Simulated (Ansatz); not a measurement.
Consider Tl in the hcp (Mg type) structure (space group P6_3/mmc, No. 194; a = 3.5195 Å, c = 5.6022 Å).

The values are results of r2SCAN (Ansatz, a program for electronic structure; PAW; 500 eV plane waves; without spin-orbit coupling), not measurements.

One change was made to it. Results:

The c/a ratio goes up by 0.0615, from 1.592 to 1.653; the shortest interatomic distance drops by 0.643 Å (3.461 Å → 2.818 Å).

Task: What was done to the base?
(A) Tl → Al
(B) Tl → In
(C) Tl → Pb
(D) Tl → Ga

Result: A, Tl → Al. For comparison, the shortest interatomic distance in the other runs: Tl → In gives 3.333 Å; Tl → Pb gives 3.514 Å; Tl → Ga gives 2.934 Å.

Whether these cells are dynamically stable was not tested. As relaxed here, Ga is a hypothetical phase, not in the database extracts checked. For Al and In in this form, whether it has been made was not checked. This is not the structure that Al has at room temperature and ambient pressure. This is not the structure that In has at room temperature and ambient pressure. This is not the structure that Pb has at room temperature and ambient pressure.
